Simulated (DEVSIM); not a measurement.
System: Mo/SiO2/n-Ge capacitor, at 400 K.

```tsv
layer (left to right)	material	thickness (nm)	Nd (cm⁻³)
1	SiO2	47.0	-
2	Ge	8900	4.5e15
```

Metal gate on the left, work function 4.6 eV. Fixed charge at the semiconductor interface 0 cm⁻² (in units of +e); no interface traps.

The device is made up for the run: typed textbook-type constants, with dimensions and the other settings drawn at random. Values at 300 K; Nc and Nv go as T^1.5, mobilities as T to minus their exponent, the gap by Varshni's rule with the affinity fixed.

| parameter | SiO2 | Ge |
|---|---|---|
| gap (eV) | 9 | 0.664 |
| affinity (eV) | 0.9 | 4 |
| permittivity | 3.9 | 16 |
| Nc (cm⁻³) | - | 1.04e19 |
| Nv (cm⁻³) | - | 6e18 |
| Varshni α (eV/K) | - | 0.000477 |
| Varshni β (K) | - | 235 |

DEVSIM, 1D Poisson equation in equilibrium, Boltzmann statistics, complete ionisation; no quantum confinement or tunnelling. Metal contacts follow the ideal Schottky-Mott rule: no Fermi-level pinning, no interface dipoles.

Problem. Give the band bending (positive: bands bend down) and minority sheet density.

Solution. 
```json
[
 {"Vg (V)": "-2.4", "ψs (V)": "-0.292", "minority carriers (cm⁻²)": "1.4e12"},
 {"Vg (V)": "-2.1", "ψs (V)": "-0.283", "minority carriers (cm⁻²)": "1.2e12"},
 {"Vg (V)": "-1.8", "ψs (V)": "-0.273", "minority carriers (cm⁻²)": "1.1e12"},
 {"Vg (V)": "-1.5", "ψs (V)": "-0.261", "minority carriers (cm⁻²)": "9.8e11"},
 {"Vg (V)": "-1.2", "ψs (V)": "-0.247", "minority carriers (cm⁻²)": "8.5e11"},
 {"Vg (V)": "-0.9", "ψs (V)": "-0.229", "minority carriers (cm⁻²)": "7.2e11"},
 {"Vg (V)": "-0.6", "ψs (V)": "-0.204", "minority carriers (cm⁻²)": "6.0e11"},
 {"Vg (V)": "-0.3", "ψs (V)": "-0.168", "minority carriers (cm⁻²)": "4.9e11"},
 {"Vg (V)": "0", "ψs (V)": "-0.103", "minority carriers (cm⁻²)": "4.0e11"},
 {"Vg (V)": "0.3", "ψs (V)": "-0.006", "minority carriers (cm⁻²)": "3.7e11"},
 {"Vg (V)": "0.6", "ψs (V)": "0.062", "minority carriers (cm⁻²)": "3.6e11"},
 {"Vg (V)": "0.9", "ψs (V)": "0.103", "minority carriers (cm⁻²)": "3.6e11"},
 {"Vg (V)": "1.2", "ψs (V)": "0.130", "minority carriers (cm⁻²)": "3.6e11"},
 {"Vg (V)": "1.5", "ψs (V)": "0.151", "minority carriers (cm⁻²)": "3.6e11"},
 {"Vg (V)": "1.8", "ψs (V)": "0.167", "minority carriers (cm⁻²)": "3.6e11"},
 {"Vg (V)": "2.1", "ψs (V)": "0.180", "minority carriers (cm⁻²)": "3.6e11"},
 {"Vg (V)": "2.4", "ψs (V)": "0.191", "minority carriers (cm⁻²)": "3.6e11"}
]
```
